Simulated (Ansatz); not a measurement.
System: LiF (model structure, F-43m, No. 216, 2 atoms in the cell). Method: HSE06 in Ansatz (PAW).

Run with plane-wave cutoff 460 eV, 10×10×10 k mesh, Fermi–Dirac smearing 0.01 eV, scalar-relativistic PAW data made under PBE.

Cell (relaxed with PBEsol):

```yaml
crystal:
  lattice:
    - [0.00000, 2.15562, 2.15562]
    - [2.15562, 0.00000, 2.15562]
    - [2.15562, 2.15562, 0.00000]
  atoms:
    - { symbol: Li, position: [0.00000, 0.00000, 0.00000] }
    - { symbol: F, position: [0.25000, 0.25000, 0.25000] }
```

Problem. Predict the band gap.

Solution. 
* **band gap**: 10.02 eV (on the SCF k mesh) (direct)

Note: the relaxation could raise the start's symmetry but not lower it, so the cell can be a saddle point.

Computed values are for the static lattice.

A model structure was made by putting elements into a prototype or built by hand; it is no filed structure, need not be a known phase, and can be a saddle point held by its symmetry.

Ansatz is a first-principles code.
